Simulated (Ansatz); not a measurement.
# A computed series for Rh: response to strain

The parent structure is Rh in the fcc (Cu type) structure (space group Fm-3m, No. 225; a = 3.802 Å; relaxed with 0.1 eV smearing). Axes: x, y, z lie along the cube axes.

Strains are applied to the cell and any free atomic positions relax.

Computed with plane-wave PAW DFT at the r2SCAN level (Ansatz, a program for electronic structure, 500 eV), no spin-orbit coupling.

Notes on the quantities. energy relative to the base: free energy F; pressure: mean of the normal stresses, compression positive.

```json
[
 {"change": "base", "energy relative to the base": "0 meV/atom", "pressure": "0.0 GPa", "shortest interatomic distance": "2.688 Å"},
 {"change": "tensor shear ε_xy = +1.71 %", "energy relative to the base": "+9.8 meV/atom", "pressure": "0.4 GPa", "shortest interatomic distance": "2.642 Å"},
 {"change": "tensor shear ε_xy = +0.29 %", "energy relative to the base": "+0.3 meV/atom", "pressure": "0.0 GPa", "shortest interatomic distance": "2.680 Å"},
 {"change": "tensor shear ε_xy = +1.14 %", "energy relative to the base": "…", "pressure": "…", "shortest interatomic distance": "…"},
 {"change": "tensor shear ε_xy = +0.57 %", "energy relative to the base": "+1.1 meV/atom", "pressure": "0.0 GPa", "shortest interatomic distance": "2.673 Å"},
 {"change": "tensor shear ε_xy = +0.86 %", "energy relative to the base": "+2.5 meV/atom", "pressure": "0.1 GPa", "shortest interatomic distance": "2.665 Å"},
 {"change": "tensor shear ε_xy = +2.00 %", "energy relative to the base": "+13 meV/atom", "pressure": "0.6 GPa", "shortest interatomic distance": "2.634 Å"},
 {"change": "tensor shear ε_xy = +1.43 %", "energy relative to the base": "+6.8 meV/atom", "pressure": "0.3 GPa", "shortest interatomic distance": "2.650 Å"}
]
```

### Question
Some entries are withheld; estimate them.

### Answer

- tensor shear ε_xy = +1.14 %, energy relative to the base: +4.3 meV/atom
- tensor shear ε_xy = +1.14 %, pressure: 0.2 GPa
- tensor shear ε_xy = +1.14 %, shortest interatomic distance: 2.657 Å

Stability against distortions was not tested. The final runs are not spin-polarised.
